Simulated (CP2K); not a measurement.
## Worked example: self-consistent single point of Se (Pm-3m, 1 atom in the cell) in CP2K

Method: CP2K with LDA (Pade form), GPW, DZVP-MOLOPT-SR-GTH basis, GTH-PADE potentials (GTH_POTENTIALS).

The input file:

```
&GLOBAL
  PROJECT se
  RUN_TYPE ENERGY_FORCE
  PRINT_LEVEL LOW
&END GLOBAL
&FORCE_EVAL
  METHOD Quickstep
  STRESS_TENSOR ANALYTICAL
  &DFT
    BASIS_SET_FILE_NAME BASIS_MOLOPT
    POTENTIAL_FILE_NAME GTH_POTENTIALS
    &QS
      METHOD GPW
      EPS_DEFAULT 1E-10
    &END QS
    &MGRID
      CUTOFF 400
      REL_CUTOFF 50
      NGRIDS 4
    &END MGRID
    &SCF
      SCF_GUESS ATOMIC
      EPS_SCF 1E-7
      MAX_SCF 100
      ADDED_MOS 4
      &DIAGONALIZATION
        ALGORITHM STANDARD
      &END DIAGONALIZATION
      &MIXING
        METHOD BROYDEN_MIXING
        ALPHA 0.2
        NBUFFER 8
      &END MIXING
      &SMEAR ON
        METHOD GAUSSIAN
        SIGMA [eV] 0.1
      &END SMEAR
    &END SCF
    &KPOINTS
      SCHEME MONKHORST-PACK 8 8 8
      GAMMA_CENTERED T
    &END KPOINTS
    &XC
      &XC_FUNCTIONAL PADE
      &END XC_FUNCTIONAL
    &END XC
    &PRINT
      &MO
        EIGENVALUES T
        OCCUPATION_NUMBERS T
        NDIGITS 8
        FILENAME mo
        &EACH
          QS_SCF 0
        &END EACH
        ADD_LAST NUMERIC
      &END MO
      &MULLIKEN OFF
      &END MULLIKEN
    &END PRINT
  &END DFT
  &SUBSYS
    &CELL
      A 2.80212800 0.00000000 0.00000000
      B 0.00000000 2.80212800 0.00000000
      C 0.00000000 0.00000000 2.80212800
      PERIODIC XYZ
    &END CELL
    &COORD
      Se       0.00000000     0.00000000     0.00000000
    &END COORD
    &KIND Se
      BASIS_SET DZVP-MOLOPT-SR-GTH-q6
      POTENTIAL GTH-PADE-q6
    &END KIND
  &END SUBSYS
  &PRINT
    &FORCES ON
    &END FORCES
    &STRESS_TENSOR ON
    &END STRESS_TENSOR
  &END PRINT
&END FORCE_EVAL
```

Output (repeated stretches shortened):

```
 GLOBAL| Method name                                                        CP2K
 GLOBAL| Project name                                                         se
 GLOBAL| Run type                                                   ENERGY_FORCE

 TOTAL NUMBERS AND MAXIMUM NUMBERS

  Total number of            - Atomic kinds:                                   1
                             - Atoms:                                          1
                             - Shell sets:                                     1
                             - Shells:                                         5
                             - Primitive Cartesian functions:                  4
                             - Cartesian basis functions:                     14
                             - Spherical basis functions:                     13

  Maximum angular momentum of the orbital basis functions:                     2

 SCF PARAMETERS         Density guess:                                    ATOMIC
                        max_scf:                                             100
                        max_diis:                                              4
                        eps_scf:                                        1.00E-07
                        eps_diis:                                       1.00E-01
                        eps_eigval:                                     1.00E-05
                        level_shift [a.u.]:                             0.000000
                        added MOs                                         4    0
                        Mixing method:                            BROYDEN_MIXING
                                                charge density mixing in g-space
                        Smear method:                                   GAUSSIAN
                        Smearing width (sigma) [a.u.]:                  3.67E-03
                        Accuracy threshold:                             1.00E-10
                        No outer SCF

 Extrapolation method: initial_guess

 Number of electrons:                                                          6
 Number of occupied orbitals:                                                  3
 Number of molecular orbitals:                                                 7

 Number of orbital functions:                                                 13
 Number of independent orbital functions:                                     13

 SCF WAVEFUNCTION OPTIMIZATION

  Step     Update method      Time    Convergence         Total energy    Change
     1 NoMix/Diag. 0.20E+00      -     0.35949609        -9.5293911593 -9.53E+00
     2 Broy./Diag. 0.20E+00      -     0.00143268        -9.5422808566 -1.29E-02
     3 Broy./Diag. 0.20E+00      -     0.00543113        -9.4917853406  5.05E-02
     4 Broy./Diag. 0.20E+00      -     0.00015989        -9.4823760426  9.41E-03
     5 Broy./Diag. 0.20E+00      -     0.00033390        -9.4836287544 -1.25E-03
     6 Broy./Diag. 0.20E+00      -     0.00000083        -9.4841999990 -5.71E-04
     7 Broy./Diag. 0.20E+00      -     0.00000210        -9.4842031226 -3.12E-06
     8 Broy./Diag. 0.20E+00      -     6.3323E-09        -9.4842012307  1.89E-06

  *** SCF run converged in     8 steps ***

  Electronic density on regular grids:         -6.0000000000        0.0000000000
  Core density on regular grids:                5.9999999989       -0.0000000011
  Total charge density on r-space grids:       -0.0000000011
  Total charge density g-space grids:          -0.0000000011

  Overlap energy of the core charge distribution:               0.00000000000430
  Self energy of the core charge distribution:                -19.91257353697964
  Core Hamiltonian energy:                                      4.37454000163357
  Hartree energy:                                               8.08948377524918
  Exchange-correlation energy:                                 -2.03554636707380
  Smearing free energy correction:                             -0.00010510357814
  Fermi energy:                                                 0.21190256314319

  Total energy:                                                -9.48420123074117
  Total energy (extrapolated to sigma->0):                     -9.48414867895210

 ENERGY| Total FORCE_EVAL ( QS ) energy [hartree]             -9.484201635536884

 FORCES| Atomic forces [hartree/bohr]
 FORCES|   Atom     x               y               z               |f|
 FORCES|      1  1.65323836E-11  1.65321252E-11  1.65320926E-11   2.86346112E-11
 FORCES| Sum     1.65323836E-11  1.65321252E-11  1.65320926E-11
 FORCES| Total atomic force                                       2.86346112E-11

 STRESS| Analytical stress tensor [bar]
 STRESS|                        x                   y                   z
 STRESS|      x       -1.94407828709E+04   9.48795888678E-06   9.48761744987E-06
 STRESS|      y        9.48795888678E-06  -1.94407828709E+04   9.48738165314E-06
 STRESS|      z        9.48761744987E-06   9.48738165314E-06  -1.94407828709E+04
 STRESS| 1/3 Trace                                            -1.94407828709E+04
```

The run converged in 8 iterations.

The starting cell comes from a database of computed structures (which also holds hypothetical and non-ambient phases and stackings), without a prior relaxation at this level. Its lattice was rescaled by up to half a per cent. Values carry the incompleteness of an atom-centred basis.
